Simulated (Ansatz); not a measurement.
The starting structures come from a database of crystals and need not be the phases stable at ambient conditions.

 Where the default PAW files enter, the runs use the earlier of Ansatz's two default sets.

Crystal: LaAlH₆ (R-3m, not sure to be the ambient phase, 8 atoms a cell, 9.6 Å³ an atom); planes in its conventional cell.

The numbers are results of r2SCAN (plane waves, PAW; Ansatz, a first-principles code), not measurements.

The gap is the functional's own. No spin-orbit coupling. Mid-gap values are interpolated on the energy grid.

| plane | area of the cell (Å²) | mid-gap κ (1/Å) | largest κ in the gap (1/Å) |
|---|---|---|---|
| (110) | 23.7 | 0.26 | 0.27 |
| (100) | 41.0 | [?] | 0.27 |
| (001) | 36.8 | [?] | [?] |

Question: The slowest decay depends on the direction. Supply the withheld values.

Answer: 
- (100), mid-gap κ (1/Å): 0.25
- (001), mid-gap κ (1/Å): 0.30
- (001), largest κ in the gap (1/Å): 0.31
